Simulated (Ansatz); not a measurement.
**Input and output of a self-consistent single point for BaAlGeH (P3m1, 4 atoms in the cell) (Ansatz, a program for electronic structure)**

Method of the run: PBEsol, default PAW files made with PBE (plane waves; Ansatz).

The input file:

Ansatz 0.2 input:
```yaml
# BaAlGeH
crystal:
  lattice:
    - [4.360408, 0.000000, 0.000000]
    - [-2.180204, 3.776224, 0.000000]
    - [0.000000, 0.000000, 5.223800]
  atoms:
    - { symbol: Ba, position: [0.333333, 0.666667, 0.108592] }
    - { symbol: Al, position: [0.000000, 0.000000, 0.641350] }
    - { symbol: Ge, position: [0.666667, 0.333333, 0.552740] }
    - { symbol: H, position: [0.000000, 0.000000, 0.972890] }
basis:
  ecutwfc: 420.0
kpoints:
  mp_grid: { grid: [7, 7, 5] }
hamiltonian:
  xc: pbesol
  pseudopotentials: { kind: paw }
scf:
  occupations: { method: fixed }
output:
  forces: true
  eigenvalues: true
  stress: true
```

Output (repeated stretches shortened):

```
WARN the atoms were moved onto the symmetric positions of the space group found under crystal.symmetry.tolerance 1.0e-5 (fractional …
WARN ansatz: RAYON_NUM_THREADS=1 ignored (pool sized by the plan → 1); use --threads N
Pseudopotentials: kind: paw
Pseudopotential: Ba, paw, valence charge 10
Pseudopotential: Al, paw, valence charge 3
Pseudopotential: Ge, paw, valence charge 14
Pseudopotential: H, paw, valence charge 1
Crystal: 4 atoms, lattice volume = 86.014 Å³
Basis set: ecut = 420 eV, 1715 PW (Γ), exchange–correlation on 60×60×72 points (8 copies of the dense FFT grid, shifted against one another)
Bands: 18, of which v1, the nominal top of the filled ones, is band 14 counted from 1 (13 counted from 0)
Symmetry: 6 space group operations
Space group: P3m1 (ITA 156), of the structure as read, at distance tolerance 4.4e-5 Å
k-points: 32 of 245 (time reversal used)
PAW frozen core: Ba, regenerated for the run's functional, and the local potential with it
PAW frozen core: Al, regenerated for the run's functional, and the local potential with it
PAW frozen core: Ge, regenerated for the run's functional, and the local potential with it
Initial density: superposition of atomic densities (neutral atoms: chi_scale 0, normalization atom), corrected by the library's trained network
Initial wavefunctions: pseudopotential atomic-orbital guess
Eigensolver: davidson
Functional: x = pbesol(κ = 0.804, μ = 0.12345679012345678), c = pbesol(β = 0.046)
SCF iter   1: F=—  HF=-10658.537899 eV  |F-HF|=—  |Δ(HF+E_count)|=         —  Δρ=4.17e-3  dr2=1.72e-2  ethr=1.77e-3  ⟨swp⟩=4.5  Hψ=2630  notcnv=0  defer=57
all-band conjugate gradients solve this SCF's bands
preconditioner: auto → Resta (q_TF=auto, 2.263 Å⁻¹)
SCF iter   2: F=—  HF=-10658.532717 eV  |F-HF|=—  |Δ(HF+E_count)|=   5.18e-3  Δρ=2.09e-3  dr2=4.73e-3  ethr=6.14e-5  ⟨swp⟩=2.2  Hψ=941  notcnv=0  defer=61
SCF iter   3: F=—  HF=-10658.531530 eV  |F-HF|=—  |Δ(HF+E_count)|=   1.19e-3  Δρ=3.00e-4  dr2=7.62e-5  ethr=1.69e-5  ⟨swp⟩=2.9  Hψ=839  notcnv=0  defer=61
SCF iter   4: F=—  HF=-10658.531464 eV  |F-HF|=—  |Δ(HF+E_count)|=   6.68e-5  Δρ=1.12e-4  dr2=1.35e-5  ethr=2.72e-7  ⟨swp⟩=2.0  Hψ=992  notcnv=0  defer=59
SCF iter   5: F=—  HF=-10658.531466 eV  |F-HF|=—  |Δ(HF+E_count)|=   2.52e-6  Δρ=4.60e-5  dr2=2.97e-6  ethr=4.83e-8  ⟨swp⟩=2.0  Hψ=992  notcnv=0  defer=60
SCF iter   6: F=—  HF=-10658.531465 eV  |F-HF|=—  |Δ(HF+E_count)|=   1.68e-6  Δρ=1.19e-5  dr2=1.13e-7  ethr=1.06e-8  ⟨swp⟩=2.0  Hψ=992  notcnv=0  defer=60
SCF iter   7: F=-10658.531465 eV  HF=-10658.531465 eV  |F-HF|=1.79e-9  |Δ(HF+E_count)|=   4.77e-8  Δρ=2.12e-6  dr2=3.84e-9  ethr=3.57e-10  ⟨swp⟩=7.6  Hψ=3491  notcnv=0
SCF 1 converged in 7 iterations: F = -10658.531465 eV  dr2 = 3.84e-9
SCF converged after 7 iterations
Free energy (F): -10658.531465 eV
Harris-Foulkes:  -10658.531465 eV  (|F-HF|=1.79e-9)
Internal energy: -10658.531465 eV  (E = F + TS)
E sigma→0 (E₀):  -10658.531465 eV
Fermi energy:    7.372384 eV
--- Per-component energies (eV) ---
  E_band       = -189.094736
  E_kinetic    = 316.448674
  E_local      = -3002.119332  (includes V_loc(G=0)·N_el)
  E_nonlocal   = 489.911442
  E_hartree    = 1301.415705
  E_xc         = -290.281842
  E_vxc        = -241.371611  (∫ρ·V_xc dr)
  E_paw        = -7574.871302  (= ΣΔE_a)
  E_vpaw       = -354.794303  (= ΣTr[D̂ρ^β])
  E_aug_tail   = -0.000943  (compensation charges beyond the density's cutoff)
  E_ewald      = -1900.122376
  E_core_change = 1.088508  (= ΣΔE_core)
  E_smearing   = -0.000000  (= −TS)
  E_closure    = 0.000000  (closes the sum)
  Σ components = -10658.531465   (vs F -10658.531465, Δ=0.00e0)
--- Forces (eV/Å), atoms counted from 1 ---
  atom   1  Ba    -0.00000000    -0.00000000    -0.12502774
  atom   2  Al     0.00000000     0.00000000     0.00072659
  atom   3  Ge    -0.00000000    -0.00000000     0.02882843
  atom   4  H     -0.00000000    -0.00000000     0.09546140
  max |Σ_I F_I| component: 1.13e-5 eV/Å
--- Stress (GPa, compression-positive) ---
       -1.623978      -0.000000       0.000000
        0.000000      -1.623978       0.000000
        0.000000       0.000000      -1.629031
  P = ⅓ Tr σ = -1.6257 GPa (-16.257 kbar)
  The stress holds the Pulay correction. Without it, at fixed plane waves, as pw.x and ABINIT print it: P = -1.6616 GPa
--- Band table (eV; the first three rows and the last of 32) ---
  k-point 0: bands = ["-19.7529", "-15.8469", "-15.8469", "-15.8064", "-15.8064", "-15.8022", "-5.1388", "-4.7711", "-4.7711", "-1.7324", "3.2553", "6.6389", "7.0531", "7.0531", "8.6076", "10.7194", "10.7194", "11.7571"]
  k-point 1: bands = ["-19.7518", "-15.8469", "-15.8469", "-15.8064", "-15.8064", "-15.8021", "-5.2423", "-4.7683", "-4.7683", "-1.4668", "2.9230", "6.8838", "7.1572", "7.1572", "8.7165", "10.0488", "10.0488", "11.0188"]
  k-point 2: bands = ["-19.7500", "-15.8469", "-15.8469", "-15.8064", "-15.8064", "-15.8020", "-5.3914", "-4.7636", "-4.7636", "-0.9959", "2.3602", "7.3611", "7.3611", "7.3724", "8.7759", "9.4921", "9.4921", "10.2621"]
  k-point 31: bands = ["-19.7015", "-15.8462", "-15.8448", "-15.8073", "-15.8064", "-15.8000", "-5.2884", "-5.0931", "-5.0738", "-0.1480", "1.8354", "4.4880", "5.2827", "6.9382", "10.6779", "10.9180", "11.3143", "11.8688"]
```

The run converged in 7 iterations.

The starting cell comes from a database of computed structures (which also holds hypothetical and non-ambient phases and stackings), without a prior relaxation at this level. Its lattice was rescaled by up to half a per cent. One atom was moved a little off its site on purpose. Ansatz's pressure includes its estimate of the finite-basis (Pulay) stress. Another mesh or the band path of this cell gives a smaller gap, so this value is not converged in the mesh.
